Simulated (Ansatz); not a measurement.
System: Ba₂ZrS₄ (I4/mmm, No. 139; cell taken from a computed entry). Method: HSE06+SOC in Ansatz (plane waves, PAW).

Run with plane-wave cutoff 460 eV, 6×6×6 k mesh, Fermi–Dirac smearing 0.01 eV, PAW data made under PBE.

Cell (relaxed with PBEsol):

```
CELL_PARAMETERS angstrom
     -2.46283     2.46283     7.78583
      2.46283    -2.46283     7.78583
      2.46283     2.46283    -7.78583
ATOMIC_POSITIONS crystal
  Ba 0.64102 0.64102 0.00000
  Ba 0.35898 0.35898 0.00000
  Zr 0.00000 0.00000 0.00000
  S  0.50000 0.00000 0.50000
  S  0.00000 0.50000 0.50000
  S  0.83579 0.83579 0.00000
  S  0.16421 0.16421 0.00000
```

Task: Predict the band gap and smallest direct gap on the k points sampled.

Result: 
band gap: 1.29 eV (on the SCF k mesh) (indirect)
smallest direct gap on the k points sampled: 1.39 eV

Note: cell and atoms aren't relaxed at this level (largest force component 0.08 eV/Å, pressure 1.9 GPa).

The computed numbers hold no vibrational or temperature effects.

Cost on a shared machine: around 50 core-minutes (rough).

Ansatz is a first-principles code.
